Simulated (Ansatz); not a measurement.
Levels about the gap of amorphous Si$_{27}$O$_{24}$N$_{20}$ (71 atoms in a cell of 871 Å³, 2.71 g/cm³; zone centre alone, so wide bands show as single levels with stretches between that a denser mesh fills), at the geometry that PBE relaxed, where it gives 5.5 GPa on a denser mesh. The participation number counts the atoms over which a state spreads; weights are charges in smoothed Voronoi cells. The levels come from a single point, so bond lengths are those of that geometry. Method of the levels: r2SCAN, scalar-relativistic without spin-orbit coupling (Ansatz, an electronic-structure program). Sampling: the zone centre alone; Fermi-Dirac width 0.01 eV; collinear spin, started from moments on atoms (the moments died out). At PBE the levels at the filled edge of the gap are localised (band-tail or defect states), and the nearest spread-out levels lie 3.9 eV apart at the zone centre.

A CHGNet melt-quench gave the starting glass, which DFT then relaxed. O and N atoms were pushed apart under 1.9 Å during the dynamics, to hinder bonds among them. The hot cell started wider than the set density and was brought back towards it in steps. It is the lowest in DFT energy of 2 quenches. It is a model cell: composition and starting density were chosen by hand, and all elements were melted together. No dispersion term was used. Its density started from a set value of 2.71 and ended at 2.71 g/cm³. The quench (nominally 150 K/ps over its main leg) was far faster than any real one, so the model tends to hold more defects than a real film. One small periodic cell is one sample of the glass; other quenches scatter about these values. The volume was held where the preparation left it and the shape relaxed, at a PBE pressure of 5.5 GPa. Stress components on the final sampling reach 5.6 GPa.

```json
[
 {"E - E(highest filled), eV": "-0.91", "filling": "filled", "spin": "up", "participation number": "17.6", "largest on": "N, 3 neighbours", "weight N": "0.76", "weight Si": "0.09", "weight O": "0.15"},
 {"E - E(highest filled), eV": "-0.65", "filling": "filled", "spin": "dn", "participation number": "9.8", "largest on": "N, 3 neighbours", "weight N": "0.79", "weight Si": "0.09", "weight O": "0.12"},
 {"E - E(highest filled), eV": "-0.65", "filling": "filled", "spin": "up", "participation number": "9.8", "largest on": "N, 3 neighbours", "weight N": "0.79", "weight Si": "0.09", "weight O": "0.12"},
 {"E - E(highest filled), eV": "-0.43", "filling": "filled", "spin": "dn", "participation number": "3.5", "largest on": "N, 2 neighbours", "weight N": "0.80", "weight Si": "0.12", "weight O": "0.08"},
 {"E - E(highest filled), eV": "-0.43", "filling": "filled", "spin": "up", "participation number": "3.5", "largest on": "N, 2 neighbours", "weight N": "0.80", "weight Si": "0.12", "weight O": "0.08"},
 {"E - E(highest filled), eV": "0.00", "filling": "filled", "spin": "dn", "participation number": "4.7", "largest on": "N, 2 neighbours", "weight N": "0.83", "weight Si": "0.11", "weight O": "0.05"},
 {"E - E(highest filled), eV": "0.00", "filling": "filled", "spin": "up", "participation number": "4.7", "largest on": "N, 2 neighbours", "weight N": "0.83", "weight Si": "0.11", "weight O": "0.05"},
 {"E - E(highest filled), eV": "3.80", "filling": "empty", "spin": "up", "participation number": "50.7", "largest on": "Si, 4 neighbours", "weight N": "0.28", "weight Si": "0.37", "weight O": "0.35"},
 {"E - E(highest filled), eV": "3.80", "filling": "empty", "spin": "dn", "participation number": "50.7", "largest on": "Si, 4 neighbours", "weight N": "0.28", "weight Si": "0.37", "weight O": "0.35"},
 {"E - E(highest filled), eV": "4.91", "filling": "empty", "spin": "up", "participation number": "30.3", "largest on": "Si, 4 neighbours", "weight N": "0.27", "weight Si": "0.50", "weight O": "0.23"},
 {"E - E(highest filled), eV": "4.91", "filling": "empty", "spin": "dn", "participation number": "30.3", "largest on": "Si, 4 neighbours", "weight N": "0.27", "weight Si": "0.50", "weight O": "0.23"},
 {"E - E(highest filled), eV": "4.96", "filling": "empty", "spin": "up", "participation number": "16.7", "largest on": "Si, 4 neighbours", "weight N": "0.28", "weight Si": "0.51", "weight O": "0.21"},
 {"E - E(highest filled), eV": "4.96", "filling": "empty", "spin": "dn", "participation number": "16.7", "largest on": "Si, 4 neighbours", "weight N": "0.28", "weight Si": "0.51", "weight O": "0.21"},
 {"E - E(highest filled), eV": "5.33", "filling": "empty", "spin": "up", "participation number": "21.3", "largest on": "Si, 4 neighbours", "weight N": "0.31", "weight Si": "0.50", "weight O": "0.19"}
]
```

Most localised among these is the filled level at -0.43 eV, on a N atom, which has 2 neighbours (Si 1.61 Å, Si 1.65 Å).
